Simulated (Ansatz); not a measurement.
# Quick settings and what they miss: LaMgGa (P-62m, 9 atoms in the cell)

Self-consistent single point.

```
CELL_PARAMETERS angstrom
      7.50340     0.00000     0.00000
     -3.75170     6.49813     0.00000
      0.00000     0.00000     4.59686
ATOMIC_POSITIONS crystal
  La 0.00000 0.57772 0.00000
  La 0.57772 0.00000 0.00000
  La 0.42228 0.42228 0.00000
  Mg 0.00000 0.24241 0.50000
  Mg 0.24241 0.00000 0.50000
  Mg 0.75759 0.75759 0.50000
  Ga 0.33333 0.66667 0.50000
  Ga 0.66667 0.33333 0.50000
  Ga 0.00000 0.00000 0.00000
```

Computed with PBEsol, PAW files made with PBE (plane waves; Ansatz, a first-principles code).

Base settings: basis.ecutwfc = 30.9 Ry; kpoints.mp_grid.grid = 4 4 6; hamiltonian.xc = pbesol; hamiltonian.pseudopotentials = {kind: paw} (the program's default PAW files); scf.occupations.method = fermi_dirac; scf.occupations.width = 0.0073 Ry.

Tight run (finer mesh or higher cutoff; not a proven limit): basis.ecutwfc: 30.9 Ry → 43.4 Ry; kpoints.mp_grid.grid: 4 4 6 → 6 6 9; scf.convergence.dr2_threshold: default (1e-07 eV) → 1e-09 eV. It gave Fermi level (on the code's own zero) 9.43 eV; pressure -0.52 GPa; largest force (vector length) 0.016 eV/Å.

Quick runs, as changes from the base:
- A: the base itself
- B: basis.ecutwfc: 30.9 Ry → 18.4 Ry; kpoints.mp_grid.grid: 4 4 6 → 6 6 6; hamiltonian.xc: pbesol → lda; scf.convergence.dr2_threshold: default (1e-07 eV) → 0.0001 eV [LDA (PW92)]
- C: basis.ecutwfc: 30.9 Ry → 21.7 Ry; kpoints.mp_grid.grid: 4 4 6 → 4 4 4

Energies are extrapolated to zero smearing width, which holds to low order in the width alone.

Dashes: energy of B, another energy zero.

† marks runs with another functional, U, potentials or spin treatment: their distance from the tight run is not a convergence error alone.

The count of work is k-points × plane waves × bands × iterations; it is no time. 

Pressures in the table are Ansatz's without its Pulay estimate, at a fixed set of plane waves; the tight run's value above holds the estimate.

The starting cell comes from a database of computed structures (which also holds hypothetical and non-ambient phases and stackings), without a prior relaxation at this level. Its lattice was rescaled by a random factor within 2.5 % of one.

| run | energy less tight (meV/atom) | pressure less tight (GPa) | largest miss in a force vector (eV/Å) | count of work / tight |
|---|---|---|---|---|
| A | 0.8 | 0.00 | 0.008 | 0.23 |
| B† | – | -22.99 | 0.027 | 0.12 |
| C | 64.9 | -3.77 | 0.038 | 0.093 |

Among the runs at the tight run's level, the energy misses run from 0.8 to 64.9 meV/atom.

Left out of this page: 1 run of the series outside the window shown, repeating another row's setting, or not comparable; 2 runs of the series unsound by tests on forces, stress, charge or solver warnings.

Keys are those of Ansatz 0.2.
